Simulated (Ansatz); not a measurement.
## Zr2N2O (Cc, No. 9, 10 atoms in the cell; start mp-1101159)

Level of theory: PBEsol+SOC (Ansatz, an electronic-structure program, plane waves, PAW).

Settings: plane-wave cutoff 520 eV, 6×6×6 k mesh, Fermi–Dirac smearing 0.01 eV, PAW data made under PBE.

Cell (relaxed with PBEsol):

```yaml
crystal:
  lattice:
    - [4.69977, -2.77629, -0.00106]
    - [4.69977, 2.77629, -0.00106]
    - [-3.21618, 0.00000, 4.85817]
  atoms:
    - { symbol: Zr, position: [0.33148, 0.86514, 0.57566] }
    - { symbol: Zr, position: [0.86514, 0.33148, 0.07566] }
    - { symbol: Zr, position: [0.14885, 0.62720, 0.92548] }
    - { symbol: Zr, position: [0.62720, 0.14885, 0.42548] }
    - { symbol: N, position: [0.96020, 0.05105, 0.26525] }
    - { symbol: N, position: [0.05105, 0.96020, 0.76525] }
    - { symbol: N, position: [0.45586, 0.25507, 0.74719] }
    - { symbol: N, position: [0.25507, 0.45586, 0.24719] }
    - { symbol: O, position: [0.74836, 0.55679, 0.73642] }
    - { symbol: O, position: [0.55679, 0.74836, 0.23642] }
```

For Zr2N2O (Cc, No. 9, 10 atoms in the cell; start mp-1101159), the band gap is 2.02 eV (on the SCF k mesh) and the Γ–Γ gap is 2.85 eV.

Computed values are for the static lattice.

Cost on a shared machine: very roughly 6 core-minutes.

A start named mp-… is a Materials Project structure, which need not be a measured phase.
